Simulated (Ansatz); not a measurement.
# AlP: response to strain

The parent structure is AlP in the zinc blende structure (space group F-43m, No. 216; a = 5.470 Å). Axes: x, y, z lie along the cube axes.

Strains are applied to the cell and any free atomic positions relax; under biaxial strain the out-of-plane vector relaxes too; under stress the whole cell relaxes.

The values are results of Kohn–Sham DFT with the PBEsol functional, run in Ansatz (a first-principles code) with PAW and 420 eV plane waves, without spin-orbit coupling, earlier PAW set, not measurements.

Candidates:
(a) biaxial strain +4.47 %, plane normal [110], relaxed out of plane
(b) uniaxial stress, 8 GPa tension along x
(c) biaxial strain +3.69 %, plane normal [111], relaxed out of plane
(d) uniaxial stress, 5 GPa compression along z
(e) tensor shear ε_yz = +3.54 %

Notes on the quantities. energy relative to the base: free energy F.

Question: Order them by energy relative to the base, highest first.

Answer: (a) biaxial strain +4.47 %, plane normal [110], relaxed out of plane (+43 meV/atom), (b) uniaxial stress, 8 GPa tension along x (+38 meV/atom), (c) biaxial strain +3.69 %, plane normal [111], relaxed out of plane (+31 meV/atom), (d) uniaxial stress, 5 GPa compression along z (+28 meV/atom), (e) tensor shear ε_yz = +3.54 % (+19 meV/atom)

A biaxial case was relaxed in a doubled cell and then solved in the primitive one. Stability under load was not tested beyond the relaxation.
